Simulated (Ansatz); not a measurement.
The reference is CsNbP2O8 (space group C2/m, No. 12).

```yaml
crystal:
  lattice:
    - [4.40274, -2.62958, 0.00000]
    - [4.40274, 2.62958, 0.00000]
    - [-0.45592, 0.00000, 8.79671]
  atoms:
    - { symbol: Cs, position: [0.00000, 0.00000, 0.00000] }
    - { symbol: Nb, position: [0.00000, 0.00000, 0.50000] }
    - { symbol: P, position: [0.35369, 0.35369, 0.69502] }
    - { symbol: P, position: [0.64631, 0.64631, 0.30498] }
    - { symbol: O, position: [0.31580, 0.78963, 0.35242] }
    - { symbol: O, position: [0.68420, 0.21037, 0.64758] }
    - { symbol: O, position: [0.21037, 0.68420, 0.64758] }
    - { symbol: O, position: [0.78963, 0.31580, 0.35242] }
    - { symbol: O, position: [0.79329, 0.79329, 0.41331] }
    - { symbol: O, position: [0.20671, 0.20671, 0.58669] }
    - { symbol: O, position: [0.67789, 0.67789, 0.14084] }
    - { symbol: O, position: [0.32211, 0.32211, 0.85916] }
```

Cartesian axes are those of the cell as printed.

All numbers come from PBEsol (Ansatz, a quantum-chemistry and plane-wave program; PAW; 420 eV plane waves; no spin-orbit coupling), earlier PAW set.

Strains are applied to the cell and any free atomic positions relax; under biaxial strain the out-of-plane vector relaxes too.

One change was made to it. Results:

| quantity | base | after |
|---|---|---|
| pressure (mean of the normal stresses, compression positive) | 0.00 GPa | -0.73 GPa |
| valley order (the lowest conduction-band minima on the path, energy above the VBM, named in the base's zone) | Γ 2.80 eV; Y₂ (1/2, 1/2, 0) 2.93 eV; M₂ (1/2, 1/2, 1/2) 2.94 eV | Γ 2.73 eV; Y₂ (1/2, 1/2, 0) 2.87 eV; M₂ (1/2, 1/2, 1/2) 2.88 eV |

Problem. What was done to the base?
A. biaxial strain +0.92 %, plane normal [001], relaxed out of plane
B. isotropic strain −0.59 %
C. tensor shear ε_yz = −0.76 %
D. uniaxial strain ε_xx = +0.20 %
E. biaxial strain −1.71 %, plane normal [001], relaxed out of plane

Solution. A, biaxial strain +0.92 %, plane normal [001], relaxed out of plane. For comparison, the valley order in the other runs: uniaxial strain ε_xx = +0.20 % gives Γ 2.80 eV; Y₂ (1/2, 1/2, 0) 2.93 eV; M₂ (1/2, 1/2, 1/2) 2.94 eV; isotropic strain −0.59 % gives Γ 2.84 eV; Y₂ (1/2, 1/2, 0) 2.96 eV; M₂ (1/2, 1/2, 1/2) 2.98 eV; tensor shear ε_yz = −0.76 % gives Γ 2.82 eV; Y₂ (1/2, 1/2, 0) 2.94 eV; M₂ (1/2, 1/2, 1/2) 2.96 eV; biaxial strain −1.71 %, plane normal [001], relaxed out of plane gives Γ 2.91 eV; Y₂ (1/2, 1/2, 0) 3.00 eV; M₂ (1/2, 1/2, 1/2) 3.03 eV.

The levels and masses belong to the bands next to the band gap. Stability against distortions was not tested.
